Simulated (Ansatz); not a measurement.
# Al₂SiO₅ (Pnnm, No. 58)

These are LDA in Ansatz (PAW) values and carry that method's errors.

Settings: plane-wave cutoff 520 eV, 6×4×6 k mesh (along the axes of the cell as run), Fermi–Dirac smearing 0.01 eV, scalar-relativistic PAW data made under PBE.

Cell (relaxed at this level):

Space group Pnnm (No. 58); a = 7.7177 Å, b = 7.8413 Å, c = 5.5311 Å, α = 90.00°, β = 90.00°, γ = 90.00°

```csv
atom,site,symmetry,x,y,z
Si,4g,..m,0.2453,0.2501,0.0000
Al,4e,..2,0.0000,0.0000,0.2424
Al,4g,..m,0.1303,0.6383,0.0000
O,4g,..m,0.0769,0.8622,0.0000
O,4g,..m,0.4254,0.3613,0.0000
O,4g,..m,0.1028,0.4006,0.0000
O,8h,1,0.2284,0.1314,0.2404
```

For Al₂SiO₅ (Pnnm, No. 58), the band gap comes out as 4.98 eV (direct).

Static lattice: no zero-point or thermal effects.

Ansatz is a program for electronic structure.
